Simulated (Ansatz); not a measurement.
# SnO, pressure series

The parent structure is SnO in the litharge type structure (space group P4/nmm, No. 129; layered, stacked along the Cartesian z axis).

SnO has the tetragonal space group P4/nmm, origin choice 1 (No. 129), Pearson symbol tP4. Lattice parameters: a = b = 3.8371 Å, c = 4.7586 Å, α = β = γ = 90.00°. Sn on 2c is coordinated by 4 O at 2.241 Å. O on 2a has 4 Sn at 2.241 Å (tetrahedral). (Neighbours: up to the widest gap in distance over summed covalent radii, below 1.35, at either atom; cation-cation and far metal-metal contacts left out.)

Cell and atoms are relaxed at each pressure.

The values are results of Ansatz (an electronic-structure program) PBE-D3(BJ), spin-orbit coupling left out, not measurements.

```
pressure (GPa)  volume per atom (Å³/atom)
--------------  -------------------------
-1                                 18.137
0                                  17.516
0.9                                17.092
2.1                                16.622
4.5                                15.893
9                                       ?
15                                 14.157
22.5                               13.398
30                                 12.831
```

Problem. Fit the third-order Birch–Murnaghan form P(V) = (3B₀/2)[(V₀/V)^(7/3) − (V₀/V)^(5/3)]·[1 + (3/4)(B₀′ − 4)((V₀/V)^(2/3) − 1)] (squares taken in P) to the rows shown and predict the withheld row.

Solution. Least squares on the printed values gives V₀ = 17.512 Å³/atom, B₀ = 34.0 GPa, B₀′ = 7.0; this predicts 14.991 Å³/atom, and the run gives 14.977 Å³/atom, 0.014 lower.

Load acts through the strain it causes; cell and atoms are relaxed under it. No phonon test of stability was made. No other phases were tried under pressure. The final runs are not spin-polarised.
